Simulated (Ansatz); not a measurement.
Defect migration in bcc Mo: Pt-vacancy pair (Pt on one host Mo site, one Mo site vacant), neutral cell. All values below come from PBE, PAW (plane waves to 420 eV; Ansatz, a quantum-chemistry and plane-wave program).

Settings: 36 host sites, the relaxed PBE lattice, a 2×2×3 k-point mesh shifted by half a step, smearing 0.10 eV, spin-restricted, no image-charge correction. Static, classical nuclei. Spin-orbit coupling is left out. Forms of the defect that were not tried may lie lower.

Barriers: single points on a 3×3×5 k-point mesh shifted by half a step at the bands' geometries (they differ from the bands' own by up to 0.09 eV, and are uncertain by about as much).

The step: Pt and the vacancy change places (Pt-vacancy distance between ideal sites 2.74 Å throughout); the atom moves 2.27 Å along (0.42, 0.42, 0.41) of the unit cell; the moving atom starts with neighbours 2 Mo at 2.72, Mo at 2.74, 3 Mo at 2.84, Mo at 2.95, 3 Mo at 2.98, 2 Mo at 3.28, Mo at 3.35 Å and ends with 2 Mo at 2.72, Mo at 2.74, 3 Mo at 2.84, Mo at 2.95, 3 Mo at 2.98, 2 Mo at 3.28, Mo at 3.35 Å.

Question: What migration barrier of this step does PBE, PAW give?

Answer: 0.65 eV, the same both ways. At the saddle the moving atom has neighbours 4 Mo at 2.69, 2 Mo at 2.71, 6 Mo at 3.37 Å. The saddle point's order was not checked, and it lies on a symmetry element of the cell, where a band can be held.
